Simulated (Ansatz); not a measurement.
# PBE against PBEsol: hypothetical Pm-3n AlN, biaxial strain +0.96 %, plane normal [001], relaxed out of plane

Consider AlN (space group Pm-3n, No. 223; a = 5.3724 Å; a hypothetical phase, not in the database extracts checked). Axes: x, y, z lie along the cube axes.

(Cell as relaxed with PBE.)

Levels (all Ansatz, a quantum-chemistry and plane-wave program, PAW): PBE (420 eV, no spin-orbit coupling); PBEsol (420 eV, no SOC).

Each level relaxes its own structure.

```tsv
base	PBE	PBEsol
volume per atom	12.92 Å³	12.72 Å³
lattice parameter a	10.152 bohr	10.098 bohr
band gap	2.64 eV	2.54 eV
```

One thing is altered: tensile biaxial strain of 0.96 % in the plane normal to [001], as in epitaxy on a mismatched substrate; the out-of-plane cell vector and the atoms relax.

```tsv
quantity	PBE	PBEsol
band gap	2.44 eV	___
pressure (mean of the normal stresses, compression positive)	-2.34 GPa	___
valence-band top at Γ (three highest levels, from the VBM)	0.00, -0.23, -0.23 eV	___
electron mass	0.33 mₑ (at Γ)	___
volume per atom	13.12 Å³	___
```

**Question.** What does PBEsol give?

**Answer.** 
- band gap, PBEsol: 2.35 eV
- pressure (mean of the normal stresses, compression positive), PBEsol: -2.40 GPa
- valence-band top at Γ (three highest levels, from the VBM), PBEsol: 0.00, -0.24, -0.24 eV
- electron mass, PBEsol: 0.32 mₑ (at Γ)
- volume per atom, PBEsol: 12.91 Å³

PBE's band gap lies 0.09 eV above PBEsol's; PBE's volume per atom lies 0.21 Å³ above PBEsol's (1.6 %). Neither level is exact; PBEsol is the comparison here, not a measurement.

Effective masses come from finite differences of ±0.01 Å⁻¹. Whether these cells are dynamically stable was not tested.
